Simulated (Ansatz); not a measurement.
# Ansatz run on BaS (Fm-3m, 2 atoms in the cell): self-consistent single point

Computed with PBE (plane waves, PAW; Ansatz, a first-principles code).

This input was run:

Ansatz 0.2 input:
```yaml
# BaS
crystal:
  lattice:
    - [0.000000, 3.195000, 3.195000]
    - [3.195000, 0.000000, 3.195000]
    - [3.195000, 3.195000, 0.000000]
  atoms:
    - { symbol: Ba, position: [0.000000, 0.000000, 0.000000] }
    - { symbol: S, position: [0.500000, 0.500000, 0.500000] }
kpoints:
  mp_grid: { grid: [7, 7, 7] }
hamiltonian:
  xc: pbe
  pseudopotentials: { kind: paw }
scf:
  occupations: { method: fermi_dirac, width: 0.0007 Ry }
output:
  forces: true
  eigenvalues: true
  stress: true
```

The program printed (abridged):

```
WARN basis.ecutwfc = 420 eV, the default
WARN ansatz: RAYON_NUM_THREADS=1 ignored (pool sized by the plan → 1); use --threads N
Pseudopotentials: kind: paw
Pseudopotential: Ba, paw, valence charge 10
Pseudopotential: S, paw, valence charge 6
Crystal: 2 atoms, lattice volume = 65.229 Å³
Basis set: ecut = 420 eV, 1243 PW (Γ), exchange–correlation on 64×64×64 points (8 copies of the dense FFT grid, shifted against one another)
Bands: 12, of which v1, the nominal top of the filled ones, is band 8 counted from 1 (7 counted from 0)
Symmetry: 48 space group operations
Space group: Fm-3m (ITA 225), of the structure as read, at distance tolerance 4.0e-5 Å
k-points: 20 of 343
Initial density: superposition of atomic densities (neutral atoms: chi_scale 0, normalization atom), corrected by the library's trained network
Initial wavefunctions: pseudopotential atomic-orbital guess
Eigensolver: davidson
Functional: x = pbe(κ = 0.804, μ = 0.2195149727645171), c = pbe(β = 0.06672455060314922)
SCF iter   1: F=—  HF=-6855.861584 eV  |F-HF|=—  |Δ(HF+E_count)|=         —  Δρ=6.98e-4  dr2=7.61e-4  ethr=1.77e-3  ⟨swp⟩=9.9  Hψ=2073  notcnv=0
all-band conjugate gradients solve this SCF's bands
preconditioner: auto → none
SCF iter   2: F=—  HF=-6855.861274 eV  |F-HF|=—  |Δ(HF+E_count)|=   3.11e-4  Δρ=2.11e-4  dr2=1.97e-5  ethr=4.76e-6  ⟨swp⟩=3.2  Hψ=668  notcnv=0
SCF iter   3: F=—  HF=-6855.861284 eV  |F-HF|=—  |Δ(HF+E_count)|=   9.69e-6  Δρ=9.52e-5  dr2=4.35e-6  ethr=1.23e-7  ⟨swp⟩=2.6  Hψ=388  notcnv=0
SCF iter   4: F=—  HF=-6855.861289 eV  |F-HF|=—  |Δ(HF+E_count)|=   5.59e-6  Δρ=1.35e-5  dr2=1.94e-7  ethr=2.72e-8  ⟨swp⟩=3.0  Hψ=395  notcnv=0
iter 5 did not close the SCF: its close was put off for the readings that it lacked (scf_convergence_deferred on its scf_iter line)
SCF iter   5: F=-6855.861289 eV  HF=-6855.861289 eV  |F-HF|=2.03e-8  |Δ(HF+E_count)|=   1.72e-8  Δρ=4.44e-6  dr2=2.77e-8  ethr=1.21e-9  ⟨swp⟩=2.0  Hψ=316  notcnv=0
SCF iter   6: F=-6855.861289 eV  HF=-6855.861289 eV  |F-HF|=9.80e-10  |Δ(HF+E_count)|=   5.08e-9  Δρ=1.10e-6  dr2=1.33e-9  ethr=1.73e-10  ⟨swp⟩=2.5  Hψ=805  notcnv=0
SCF 1 converged in 6 iterations: F = -6855.861289 eV  dr2 = 1.33e-9
SCF converged after 6 iterations
Free energy (F): -6855.861289 eV
Harris-Foulkes:  -6855.861289 eV  (|F-HF|=9.80e-10)
Internal energy: -6855.861289 eV  (E = F + TS)
E sigma→0 (E₀):  -6855.861289 eV
Fermi energy:    6.908768 eV
--- Per-component energies (eV) ---
  E_band       = -51.114925
  E_kinetic    = 276.498287
  E_local      = -402.555451  (includes V_loc(G=0)·N_el)
  E_nonlocal   = 85.187970
  E_hartree    = 127.715519
  E_xc         = -266.690144
  E_vxc        = -224.967668  (∫ρ·V_xc dr)
  E_paw        = -5826.112549  (= ΣΔE_a)
  E_vpaw       = -40.708781  (= ΣTr[D̂ρ^β])
  E_aug_tail   = 0.000000  (compensation charges beyond the density's cutoff)
  E_ewald      = -849.904921
  E_smearing   = -0.000000  (= −TS)
  E_closure    = 0.000000  (closes the sum)
  Σ components = -6855.861289   (vs F -6855.861289, Δ=0.00e0)
--- Forces (eV/Å), atoms counted from 1 ---
  atom   1  Ba    -0.00000000     0.00000000    -0.00000000
  atom   2  S      0.00000000    -0.00000000    -0.00000000
  max |Σ_I F_I| component: 4.70e-30 eV/Å
--- Stress (GPa, compression-positive) ---
        0.781580       0.000000      -0.000000
       -0.000000       0.781580       0.000000
       -0.000000      -0.000000       0.781580
  P = ⅓ Tr σ = 0.7816 GPa (7.816 kbar)
  The stress holds the Pulay correction. Without it, at fixed plane waves, as pw.x and ABINIT print it: P = 0.7800 GPa
--- Band table (eV; the first three rows and the last of 20) ---
  k-point 0: bands = ["-20.1631", "-5.2242", "-5.2242", "-5.2242", "-4.5085", "5.7793", "5.7793", "5.7793", "9.4628", "9.7453", "9.7453", "9.7453"]
  k-point 1: bands = ["-20.1548", "-5.6027", "-5.2314", "-5.2314", "-4.1141", "5.2959", "5.5370", "5.5370", "9.7252", "10.0309", "10.0309", "10.2050"]
  k-point 2: bands = ["-20.1359", "-6.0735", "-5.2475", "-5.2475", "-3.6054", "4.4997", "5.0966", "5.0966", "10.0257", "10.8234", "10.8234", "11.5638"]
  k-point 19: bands = ["-20.1058", "-5.8740", "-5.5857", "-5.4397", "-3.8304", "4.7035", "5.2561", "5.3308", "9.7377", "10.6137", "12.2524", "12.8652"]
```

The run converged in 6 iterations.

The starting cell has typed, rounded lattice constants, without a prior relaxation at this level. Ansatz's pressure includes its estimate of the finite-basis (Pulay) stress.
